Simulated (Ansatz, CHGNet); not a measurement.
**Ladder of methods for the enthalpy of formation of C11b WSi2**

Reference value: -0.283 ± 0.02 eV/atom (measured, 298 K, copied from a table, unchecked, no zero-point or thermal correction; as tabulated in Wang et al. (2021), doi:10.1038/s41598-021-94550-5).

```tsv
level (code)	value (eV/atom)	difference (eV/atom)
CHGNet 0.3.0	-0.372	-0.089
LDA (Ansatz)	-0.439	-0.156
PBE (Ansatz)	-0.339	-0.056
revPBE (Ansatz)	-0.314	-0.031
RPBE (Ansatz)	-0.304	-0.021
PBE-D4 (Ansatz)	-0.452	-0.169
rVV10 (Ansatz)	-0.197	+0.086
r²SCAN (Ansatz)	-0.311	-0.028
r²SCAN-D4 (Ansatz)	-0.353	-0.070
r²SCAN0 (Ansatz)	-0.394	-0.111
r²SCANh (Ansatz)	-0.347	-0.064
Hartree–Fock (Ansatz)	0.156	+0.439
```

Once the reference is moved by up to 0.100 eV/atom (a margin picked here for doubts on the reference and the settings, and for temperature and zero-point motion) and values within 0.010 eV/atom count as equal, the nearest can be RPBE (-0.021 eV/atom), r²SCAN (-0.028 eV/atom), revPBE (-0.031 eV/atom), PBE (-0.056 eV/atom), r²SCANh (-0.064 eV/atom), r²SCAN-D4 (-0.070 eV/atom), rVV10 (+0.086 eV/atom), CHGNet 0.3.0 (-0.089 eV/atom) or r²SCAN0 (-0.111 eV/atom). Farthest off among them: Hartree–Fock (+0.439 eV/atom).

The measured value isn't corrected to a static lattice, so vibrations enter the comparison.  Density-functional levels without +SOC have no spin–orbit coupling, which shifts binding energies of heavy elements. CHGNet 0.3.0: the energies of CHGNet 0.3.0 can hold anion corrections fitted to measured formation enthalpies. r²SCAN0, r²SCANh, Hartree–Fock: the run has no spin polarisation, so it can have missed a magnetic state. Each level is taken at its own relaxed cell. Cutoffs and k meshes differ between the levels. Ansatz's density-functional and Hartree–Fock values are scalar-relativistic unless marked +SOC, with PAW data made under PBE.

Machine-learned potentials (CHGNet 0.3.0) are trained on DFT data: a solid inside that data is no test of them.

Differences are worked out from the printed values.

Ansatz is a program for electronic structure.
